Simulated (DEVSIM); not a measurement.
Structure: Co/SiO2/n-Ge capacitor, at 400 K.

```
layer (left to right)  material  thickness (nm)  Nd (cm⁻³)
---------------------  --------  --------------  ---------
1                          SiO2            1.20          -
2                            Ge            1600     1.3e17
```

Metal gate on the left, work function 5 eV. Fixed charge at the semiconductor interface -9.8e10 cm⁻² (in units of +e); no interface traps.

Constants are typed, rounded textbook-type inputs, not results; the design itself was drawn at random and stands for no fabricated device. Values at 300 K; Nc and Nv go as T^1.5, mobilities as T to minus their exponent, the gap by Varshni's rule with the affinity fixed.

```
parameter         SiO2        Ge
----------------  ----  --------
gap (eV)             9     0.664
affinity (eV)      0.9         4
permittivity       3.9        16
Nc (cm⁻³)            -   1.04e19
Nv (cm⁻³)            -      6e18
Varshni α (eV/K)     -  0.000477
Varshni β (K)        -       235
```

DEVSIM, 1D Poisson equation in equilibrium, Boltzmann statistics, complete ionisation; no quantum confinement or tunnelling. Metal contacts follow the ideal Schottky-Mott rule: no Fermi-level pinning, no interface dipoles.

**Question.** Tabulate band edges, carrier densities and field at 0.6 V on the gate.

**Answer.** Energies count from the Fermi level of the right contact; mesh points crowd at the junctions.

```
x (μm)     Ec (eV)  Ev (eV)  n (cm⁻³)  p (cm⁻³)  field (V/cm)
---------  -------  -------  --------  --------  ------------
0.000        3.500   -5.500     < 1e2     < 1e2       -250000
0.0005645    3.486   -5.514     < 1e2     < 1e2       -250000
0.001022     3.475   -5.525     < 1e2     < 1e2       -250000
0.001904     0.366   -0.258    3.9e14    5.1e15        -70000
0.004388     0.349   -0.275    6.5e14    3.1e15        -66000
0.008314     0.324   -0.300    1.3e15    1.5e15        -60000
0.01526      0.285   -0.339    4.1e15    5.0e14        -50000
0.03552      0.211   -0.413    3.5e16    5.8e13        -24000
0.06754      0.173   -0.451    1.1e17    1.9e13         -4300
0.1285       0.166   -0.458    1.3e17    1.6e13           -86
0.2362       0.166   -0.458    1.3e17    1.6e13           ≈ 0
0.5506       0.166   -0.458    1.3e17    1.6e13           ≈ 0
0.9702       0.166   -0.458    1.3e17    1.6e13           ≈ 0
1.270        0.166   -0.458    1.3e17    1.6e13           ≈ 0
1.460        0.166   -0.458    1.3e17    1.6e13           ≈ 0
1.525        0.166   -0.458    1.3e17    1.6e13           ≈ 0
1.562        0.166   -0.458    1.3e17    1.6e13           ≈ 0
1.581        0.166   -0.458    1.3e17    1.6e13           ≈ 0
1.593        0.166   -0.458    1.3e17    1.6e13           ≈ 0
1.597        0.166   -0.458    1.3e17    1.6e13           ≈ 0
1.600        0.166   -0.458    1.3e17    1.6e13           ≈ 0
1.601        0.166   -0.458    1.3e17    1.6e13           ≈ 0
```
